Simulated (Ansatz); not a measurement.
We consider CoGa (model structure, started from the CoSn type, P6/mmm, No. 191, 6 atoms in the cell), described by LDA in Ansatz (plane waves, PAW).

Settings: plane-wave cutoff 520 eV, 12×12×14 k mesh (along the axes of the cell as run), Fermi–Dirac smearing 0.05 eV, spin-polarised with parallel moments, scalar-relativistic PAW data made under PBE.

Cell (relaxed at this level):

```cif
data_Co3Ga3
_chemical_formula_sum 'Co3 Ga3'
_space_group_name_H-M_alt 'P 1'
_space_group_IT_number 1
_cell_length_a 4.85393
_cell_length_b 4.85393
_cell_length_c 3.89133
_cell_angle_alpha 90.000
_cell_angle_beta 90.000
_cell_angle_gamma 120.000
loop_
_space_group_symop_operation_xyz
  'x, y, z'
loop_
_atom_site_label
_atom_site_type_symbol
_atom_site_fract_x
_atom_site_fract_y
_atom_site_fract_z
_atom_site_occupancy
Co1 Co 0.00000 0.50000 0.00000 1
Co2 Co 0.50000 0.00000 0.00000 1
Co3 Co 0.50000 0.50000 0.00000 1
Ga1 Ga 0.66667 0.33333 0.50000 1
Ga2 Ga 0.33333 0.66667 0.50000 1
Ga3 Ga 0.00000 0.00000 0.00000 1
```
Starting moments (μB, in the order of the record's atoms Co Co Co Ga Ga Ga): 3.0 3.0 3.0 0.0 0.0 0.0.

Q: Estimate the bulk modulus B0 that the calculation returns.

A: 
- bulk modulus B0 = 168 GPa

The run finds no gap.

Note: the magnetic order was assumed, not searched for or taken from measurement; the bulk modulus is −V dP/dV from two relaxed cells at ±2 % in volume; the moments ended far under their starting size, a low-moment state that need not be the lowest; the relaxation could raise the start's symmetry but not lower it, so the cell can be a saddle point.

Computing time: roughly 5 core-minutes.

A model structure was made by putting elements into a prototype or built by hand; it is no filed structure, need not be a known phase, and can be a saddle point held by its symmetry.

Ansatz is a program for electronic structure.
